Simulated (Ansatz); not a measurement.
The parent structure is BeS in the zinc blende structure (space group F-43m, No. 216; a = 4.8380 Å).

Level of theory: PBEsol (Ansatz, a program for electronic structure; PAW; 420 eV plane waves; no spin-orbit coupling).

Base values:

| Item | Result |
|---|---|
| Lattice parameter a | 4.838 Å |

It is then changed as follows: a negative pressure, −1 GPa.

Problem. What does the calculation give for the lattice parameter a after the change?

Solution. The lattice parameter a increases by 0.017 Å (4.838 Å → 4.855 Å).

Load acts through the strain it causes; cell and atoms are relaxed under it. Stability against distortions was not tested.
